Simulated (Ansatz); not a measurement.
Start from MgO in the rock salt structure (space group Fm-3m, No. 225; a = 4.214 Å). Axes: x, y, z lie along the cube axes.

It is then changed as follows: a pure shear with ε_xy = ε_yx = 0.0250; the atoms relax in the strained cell.

Levels (all Ansatz, a program for electronic structure, PAW): PBEsol (420 eV, no spin-orbit coupling); HSE06 (420 eV, scalar-relativistic without spin-orbit coupling).

The geometry is relaxed with PBEsol.

| Quantity | Value |
|---|---|
| PBEsol band gap | 4.40 eV |

Q: How does going to HSE06 change the band gap?

A: The band gap grows by 1.85 eV, from 4.40 eV to 6.25 eV.

Single points use the geometry relaxed with PBEsol. Stability against distortions was not tested. The base started in P3_121 and relaxed to Fm-3m at this level.
